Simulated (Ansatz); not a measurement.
Start from NaVSe2 (space group R-3m, No. 166; a = 3.704 Å, c = 20.465 Å (hexagonal axes); ferromagnetic; a model cell, its experimental status unchecked; relaxed with 0.1 eV smearing). Axes: x lies along a and z along c of the hexagonal cell.

Method: DFT with PBEsol, PAW potentials and a 420 eV plane-wave cutoff in Ansatz (a first-principles code), without spin-orbit coupling.

Perturbation: uniaxial strain ε_zz = +4.06 %, all other strain components held at zero; the atoms relax in the strained cell.

Problem. Predict the stress tensor and what it implies for the stiffness.

Solution. Stress of the strained cell less that of the base (GPa, compression positive):
```
   -1.2     0.0     0.0
    0.0    -1.2     0.0
    0.0     0.0    -2.8
```

Then −Δσ_ii/ε with ε = 0.0406 gives secant stiffness values (nonlinear terms included at this strain): C33 ≈ 70 GPa, C13 ≈ 29 GPa and C23 ≈ 29 GPa.

As a check, the harmonic strain energy −½ V₀ Δσ:ε is 7.2 meV/atom; the computed energy rise is 7.5 meV/atom.

Other magnetic orders, which the real material may have, were not ruled out. Whether these cells are dynamically stable was not tested.
